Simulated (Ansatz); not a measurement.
System: Rh-vacancy pair (Rh on one host Ru site, one Ru site vacant) in hcp Ru (neutral cell). Computed with PBE, PAW (plane waves to 420 eV; Ansatz, a first-principles code).

Settings: 36 host sites, the relaxed PBE lattice, a 2×2×2 k-point mesh shifted by half a step along c, smearing 0.10 eV, spin-restricted, no image-charge correction. No zero-point or tunnelling terms. Forms of the defect that were not tried may lie lower. The start lies 0.047 eV above the lowest site run (PBE).

Barriers: single points on a 4×4×4 k-point mesh shifted by half a step along c at the bands' geometries (they differ from the bands' own by up to 0.15 eV, and are uncertain by about as much).

Relaxed starting cell (atoms counted from 1):

```
RhRu34
1.0
    8.16420     0.00000     0.00000
   -4.08210     7.07041     0.00000
    0.00000     0.00000     8.58609
Rh Ru
1 34
Direct
  0.11174   0.22317   0.12454
  0.11006   0.22194   0.62454
  0.11404   0.55847   0.12454
  0.11033   0.55567   0.62453
  0.11148   0.88822   0.12454
  0.11151   0.88926   0.62453
  0.44472   0.22217   0.12455
  0.44542   0.22179   0.62457
  0.44520   0.55666   0.12454
  0.44463   0.55558   0.62455
  0.44372   0.88698   0.12453
  0.44561   0.89049   0.62453
  0.77733   0.22251   0.62455
  0.77708   0.55666   0.12455
  0.77826   0.55482   0.62453
  0.77544   0.88458   0.12453
  0.77803   0.88997   0.62453
  0.22190   0.11016   0.37505
  0.22191   0.11019   0.87403
  0.22103   0.44467   0.37623
  0.22102   0.44469   0.87285
  0.22196   0.77891   0.37485
  0.22195   0.77890   0.87425
  0.56084   0.11368   0.37310
  0.56084   0.11370   0.87597
  0.55613   0.44365   0.37488
  0.55614   0.44365   0.87418
  0.55607   0.77879   0.37564
  0.55608   0.77881   0.87346
  0.88559   0.11262   0.37488
  0.88561   0.11261   0.87417
  0.88748   0.44076   0.37381
  0.88749   0.44079   0.87529
  0.89026   0.77832   0.37463
  0.89027   0.77833   0.87446
```

End state 1 differs by these moves (Å; atoms that move under 0.08 Å are left out):

```tsv
atom	element	Δx	Δy	Δz
1	Rh	-2.72	0.00	0.00
```

Question: What is the computed forward and backward barriers to end state 1 (PBE, PAW)?

Answer: forward 1.98 eV, backward 1.98 eV; at the saddle point atom 1 has neighbours Ru at 2.43, 2 Ru at 2.48, Ru at 2.68, 4 Ru at 2.83 Å. The saddle point's order was not checked, and it lies on a symmetry element of the cell, where a band can be held.
